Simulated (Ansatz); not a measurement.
We consider PbZrO3 (Amm2, No. 38, 5 atoms in the cell; start mp-20337; a measured phase of this formula has another space group), described by r²SCAN-D4 in Ansatz (PAW).

Settings: plane-wave cutoff 500 eV, 10×10×10 k mesh, gaussian smearing 0.02 eV, scalar-relativistic PAW data made under PBE.

Cell (relaxed at this level):

```
CELL_PARAMETERS angstrom
      4.12735     0.00000     0.00000
      0.00000     2.94162     3.00008
      0.00000    -2.94162     3.00008
ATOMIC_POSITIONS crystal
  Zr 0.50000 0.50740 0.50740
  Pb 0.00000 0.94986 0.94986
  O  0.50000 0.02984 0.56122
  O  0.50000 0.56122 0.02984
  O  0.00000 0.55868 0.55868
```

Task: Predict the band gap.

Result: 
- band gap: 3.12 eV (on the SCF k mesh)

Note: the relaxation could not lower the start's symmetry, so the cell can be a saddle point above a distorted one.

Spin–orbit coupling is not included; with these elements it can move the gap by several tenths of an eV or more.

Computed values are for the static lattice.

It cost very roughly 2.4 core-minutes of CPU time.

A start named mp-… is a Materials Project structure, which need not be a measured phase.

Ansatz is an electronic-structure program.
